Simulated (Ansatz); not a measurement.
System: HgS (model structure, started from the cinnabar type, P3₂21, No. 154, 6 atoms in the cell). Method: PBEsol in Ansatz (PAW).

Settings: plane-wave cutoff 520 eV, 12×12×4 k mesh (along the axes of the cell as run), Fermi–Dirac smearing 0.01 eV, scalar-relativistic PAW data made under PBE.

Cell (relaxed at this level):

```
HgS
1.0
    4.14037     0.00000     0.00000
   -2.07018     3.58566     0.00000
    0.00000     0.00000     9.40867
Hg S
3 3
Direct
  0.71064   0.00000   0.66667
  0.00000   0.71064   0.33333
  0.28936   0.28936   0.00000
  0.49947   0.00000   0.16667
  0.00000   0.49947   0.83333
  0.50053   0.50053   0.50000
```

What does this level give for the band gap and bulk modulus B0?


- band gap: 1.24 eV (on the SCF k mesh)
- bulk modulus B0: 21.1 GPa

Note: the bulk modulus is −V dP/dV from two relaxed cells at ±2 % in volume.

Spin–orbit coupling is not included.

The computed numbers hold no vibrational or temperature effects.

A model structure was made by putting elements into a prototype or built by hand; here it ended with the formula and space group of a phase in our tables.

Ansatz is a first-principles code.
